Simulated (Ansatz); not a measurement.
**As in the A7 type structure (space group R-3m, No. 166; layered)**

Space group R-3m, hexagonal axes (No. 166); a = 3.7611 Å, b = 3.7611 Å, c = 10.7335 Å, α = 90.00°, β = 90.00°, γ = 120.00°

```
atom  site  symmetry       x       y       z
----  ----  --------  ------  ------  ------
As      6c        3m  0.0000  0.0000  0.2260
```
(The calculation used a cell of 2 atoms; values per cell refer to that cell.)

All numbers come from r2SCAN+rVV10/PAW in Ansatz (an electronic-structure program), scalar-relativistic without spin-orbit coupling. Settings: 15×15×15 k-points, 0.05 eV Fermi–Dirac smearing.

- Volume per atom: 21.91 Å³
- Density: 5.68 g/cm³
- Band gap: zero
- Total energy: -4863.331 eV/atom (σ→0; compares only within this code and set-up)

Whether these cells are dynamically stable was not tested.
